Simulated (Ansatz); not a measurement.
Base system: Ir in the fcc (Cu type) structure (space group Fm-3m, No. 225; a = 3.844 Å).

Structures relaxed with Ansatz (an electronic-structure program) r2SCAN, no spin-orbit coupling.

Base:

Simulated powder pattern, Co Kα, λ = 1.79026 Å (kinematic, ideal powder, no thermal factors, no anomalous dispersion; the 8 strongest lines at most, above 2 %, up to 2θ = 90°):

| 2θ (°) | I/Imax (%) | hkl |
|---|---|---|
| 47.57 | 100 | (111) |
| 55.51 | 49 | (200) |
| 82.38 | 34 | (220) |

After one change:

Simulated powder pattern, Co Kα, λ = 1.79026 Å (kinematic, ideal powder, no thermal factors, no anomalous dispersion; the 8 strongest lines at most, above 2 %, up to 2θ = 90°):

```
2θ (°)  I/Imax (%)
------  ----------
48.18          100
56.24           48
83.61           34
```

Problem. Name the change that was made.
(A) pressure 4.5 GPa
(B) pressure 9 GPa
(C) pressure 15 GPa
(D) pressure 30 GPa

Solution. C, pressure 15 GPa. Its volume per atom is 13.70 Å³ against 14.20 Å³, and its space group is Fm-3m (No. 225).

Load acts through the strain it causes; cell and atoms are relaxed under it. Whether these cells are dynamically stable was not tested. No other phases were tried under pressure. All final runs are without spin polarisation.
